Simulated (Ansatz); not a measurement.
## Si: energy against volume

Si (diamond, Fd-3m, 20.462 Å³/atom and stress up to 0.01 GPa in the relaxed cell, cube axes along x, y and z) under hydrostatic pressure, with the cell free. PBE in Ansatz, a plane-wave DFT program (PAW, default set), 420 eV, 10×10×10 Γ-centred mesh, Fermi-Dirac smearing 0.05 eV; ions are relaxed, or left where forces stay under 0.02 eV/Å, within the symmetry of each cell.

Here V stands for volume and E for E less E0.

| volume (Å³/atom) | E less E0 (meV/atom) | pressure (GPa) |
|---|---|---|
| 20.9495 | 3.10 | -1.99 |
| 20.6965 | 0.73 | -0.99 |
| 20.4619 | 0.00 | 0.00 |
| 20.2588 | 0.56 | 0.90 |
| 20.0049 | 2.93 | 2.10 |
| 19.5407 | 12.44 | 4.51 |
| 18.8016 | ? | ? |

The 6 complete rows are fitted with the third-order Birch-Murnaghan form, a cubic in V^(-2/3), E against V. With u = V^(-2/3) - 0.1343, the rows have u = -0.0027116, -0.0016414, -0.0006294, 0.0002625, 0.0013987, 0.0035394. Least squares gives E = 0.277 + 895.0·u + 715735·u² + 658213·u³. Residuals (row less fit): 0.000, -0.003, 0.003, -0.001, -0.001, 0.000; standard error 0.003 (degrees of freedom: 2). Its minimum lies at u = -0.0006258, so V0 = (0.1336742)^(-3/2) = 20.46. There d²E/du² = 1429000 and d³E/du³ = 3949000, so B0 = (4/9) × 20.46^(-7/3) × 1429000 × 0.160218 = 88.9 GPa (the last factor turns the table's units into GPa), and B0' = 4 + (2/3) × 0.1336742 × (3949000)/1429000 = 4.2. B0' rests on the cubic coefficient alone and has a standard error of 0.1 from these residuals.

Predict the withheld E at V = 18.8016 from the fit, and compare with the calculation.

u = 0.0071285, so E = 0.277 + 895.0 × 0.0071285 + 715735 × 0.0071285² + 658213 × 0.0071285³ = 43.266 meV/atom. The calculation gives 43.26 meV/atom, 0.006 meV/atom below the prediction (0.0 % of the range of E in the table). The row lies outside the fitted rows, so this is an extrapolation. The scatter of the fitted rows lies at the last printed digit.

Other structures, which can take over under pressure, weren't tried. The same form fitted to the pressure column gives B0' = 4.3; series where the two differ by over 0.4 aren't shown. Rows are the converged runs of the series near zero and its far end, less any whose ions stayed unrelaxed beside relaxed ones; series whose fitted rows scatter by over a few per cent of the range, as at a crossing or softening among them, aren't shown in this form.
